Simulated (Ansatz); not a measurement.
Band structure of Sr4N3 (C2/m, 7 atoms in the cell).

```xyz
7
Lattice="6.8047 -1.9577 0.0000 6.8047 1.9577 0.0000 -2.9113 0.0000 5.8788" Properties=species:S:1:pos:R:3 pbc="T T T"
Sr     3.4005     0.0000     3.2602
Sr     7.2975     0.0000     2.6186
Sr    11.7279     0.0000     0.0165
Sr    -1.0299     0.0000     5.8623
N      0.9884     0.0000     4.1830
N      9.7097     0.0000     1.6957
N      6.8047     0.0000     0.0000
```

Level of theory: LDA (PW92), default PAW files made with PBE (plane waves; Ansatz, a quantum-chemistry and plane-wave program).

Settings: basis.ecutwfc = 30.9 Ry; kpoints.mp_grid.grid = 5 5 3; hamiltonian.xc = lda; hamiltonian.pseudopotentials = {kind: paw} (the program's default PAW files); scf.occupations.method = methfessel_paxton; scf.occupations.width = 0.0073 Ry; kpoints.band_path.path = [[0.0, 0.5, 0.0], [0.0, 0.0, 0.0], [0.0, 0.0, -0.5]]; kpoints.band_path.npoints = 16.

The starting cell comes from a database of computed structures (which also holds hypothetical and non-ambient phases and stackings), without a prior relaxation at this level.

Levels in eV from the Fermi level, bands 25 to 32:
```json
[
 {"point": "X", "25": "-0.46", "26": "-0.38", "27": "-0.20", "28": "-0.02", "29": "2.43", "30": "2.43", "31": "2.69", "32": "3.21"},
 {"point": "Γ", "25": "-0.39", "26": "-0.32", "27": "-0.18", "28": "-0.05", "29": "0.48", "30": "3.27", "31": "3.39", "32": "4.08"},
 {"point": "Y", "25": "-0.52", "26": "-0.35", "27": "-0.10", "28": "-0.01", "29": "1.56", "30": "2.71", "31": "3.09", "32": "3.37"}
]
```

No band crosses the Fermi level by more than 0.03 eV along this path.

Keys are those of Ansatz 0.2.
